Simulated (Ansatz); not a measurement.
Functionals compared on CH3 on the 1x1 (110) surface of bcc Ta, one in a 2x2 cell, started at the site 'top Ta', in Ansatz (plane waves, PAW). The structure was relaxed with PBE; the other rows are single points on it, each with its references at the same level. Cutoff 420 eV (500 eV for r2SCAN).

Model: 20-atom slab, 6.8 Å thick at the start under the adsorbate (thin: gaps and levels are the slab's own), 5x5x1 mesh, Fermi-Dirac 0.1 eV, dipole correction, 8 atoms held, the rest relaxed; no symmetry held; spin-polarised, no spin-orbit, no U, no dispersion correction. The starting moment vanished. At the end it is bonded to 3 Ta. In PBE it is, or lies within 0.03 eV of, the lowest of the starts that converged. These notes are the PBE run's. r2SCAN: The program's check for a lower electronic state was not made. Adsorption energies are against CH4(g) − ½ H2(g). A negative adsorption energy means that the adsorbate is more stable on the surface than in its reference.

```csv
functional,adsorption energy (eV),work function of the top face (eV),change of the work function (eV),magnetic moment of the cell (μB),rough cost of the single point
PBE,-0.07,3.76,-1.01,0.00,–
RPBE,0.19,3.65,-1.00,0.00,roughly 11 core-minutes
r2SCAN,…,…,…,0.00,around 23 core-minutes (rough)
```

Complete the blanks.


- r2SCAN, adsorption energy (eV): -0.31
- r2SCAN, work function of the top face (eV): 3.78
- r2SCAN, change of the work function (eV): -1.10

Ansatz is a quantum-chemistry and plane-wave program.
